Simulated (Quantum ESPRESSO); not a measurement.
# A series of runs on ZrO (F-43m, 2 atoms in the cell)

```xyz
2
Lattice="0.0000 2.5133 2.5133 2.5133 0.0000 2.5133 2.5133 2.5133 0.0000" Properties=species:S:1:pos:R:3 pbc="T T T"
Zr     0.0000     0.0000     0.0000
O      3.7700     3.7700     3.7700
```

Base run A: LDA (PZ), GBRV 1.5 ultrasoft (LDA) pseudopotentials (Quantum ESPRESSO), self-consistent single point.

Its settings: ecutwfc = 40 Ry; ecutrho = 320 Ry; occupations = smearing; smearing = marzari-vanderbilt; degauss = 0.0073499 Ry; potentials = {Zr: zr_lda_v1.uspp.F.UPF, O: o_lda_v1.2.uspp.F.UPF}; K_POINTS = automatic 15 15 15 0 0 0; conv_thr = 1e-10 Ry; mixing_beta = 0.5.

The starting cell comes from a database of computed structures (which also holds hypothetical and non-ambient phases and stackings), without a prior relaxation at this level. In the base run, with a pressure of about -11 GPa the cell is away from its equilibrium volume at this level.

ΔF is the free energy per atom less that of run A. 

```json
[
 {"run": "A", "degauss": "0.0073499 Ry", "ΔF (meV/atom)": "0.00", "pressure (GPa)": "-11.13", "TS (meV/atom)": "0.6"},
 {"run": "B", "degauss": "0.000146997 Ry", "ΔF (meV/atom)": "-0.01", "pressure (GPa)": "-11.13", "TS (meV/atom)": "0.0"},
 {"run": "C", "degauss": "0.000734986 Ry", "ΔF (meV/atom)": "-0.03", "pressure (GPa)": "-11.14", "TS (meV/atom)": "0.0"},
 {"run": "D", "degauss": "0.0018375 Ry", "ΔF (meV/atom)": "-0.05", "pressure (GPa)": "-11.13", "TS (meV/atom)": "0.0"},
 {"run": "E", "degauss": "0.0036749 Ry", "ΔF (meV/atom)": "0.06", "pressure (GPa)": "-11.12", "TS (meV/atom)": "-0.2"},
 {"run": "F", "degauss": "0.011025 Ry", "ΔF (meV/atom)": "-0.51", "pressure (GPa)": "-11.13", "TS (meV/atom)": "2.1"},
 {"run": "G", "degauss": "0.0147 Ry", "ΔF (meV/atom)": "-1.36", "pressure (GPa)": "-11.14", "TS (meV/atom)": "3.9"},
 {"run": "H", "degauss": "0.02205 Ry", "ΔF (meV/atom)": "-3.8", "pressure (GPa)": "-11.16", "TS (meV/atom)": "8.7"},
 {"run": "I", "degauss": "0.036749 Ry", "ΔF (meV/atom)": "-11.4", "pressure (GPa)": "-11.17", "TS (meV/atom)": "22.2"},
 {"run": "J", "degauss": "0.058799 Ry", "ΔF (meV/atom)": "-27.4", "pressure (GPa)": "-11.03", "TS (meV/atom)": "57.3"}
]
```

Run H against A: The free energy falls by 3.8 meV/atom and the pressure moves little (-11.13 to -11.16 GPa).

Run G against A: The free energy drops by 1.4 meV/atom and the pressure moves little (-11.13 to -11.14 GPa).
